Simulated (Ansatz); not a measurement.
Start from YN in the rock salt structure (space group Fm-3m, No. 225; a = 4.856 Å).

Computed with Kohn–Sham DFT with the PBEsol functional, run in Ansatz (a quantum-chemistry and plane-wave program) with PAW and 420 eV plane waves, no SOC.

Before the change:

The gap character is indirect, Γ → X.

Now apply this change: an isotropic linear strain of +1.90 %; the atoms relax in the strained cell.

**Question.** Estimate the effect on the energy relative to the base.

**Answer.** The energy goes up by 23 meV/atom.

**Question.** How does this affect the mean gap deformation potential ΔEg/Δln V?

**Answer.** The mean gap deformation potential ΔEg/Δln V comes out as +1.8 eV.

**Question.** Predict the new electron mass.

**Answer.** The electron mass comes out as 1.3 mₑ along k, 0.11 mₑ across (at X).

**Question.** What does the calculation give for the gap character after the change?

**Answer.** The gap character stays indirect, Γ → X.

Effective masses come from finite differences of ±0.01 Å⁻¹. Along k means along the line from Γ to the band edge. Whether these cells are dynamically stable was not tested. The base started in Pnma and relaxed to Fm-3m at this level.
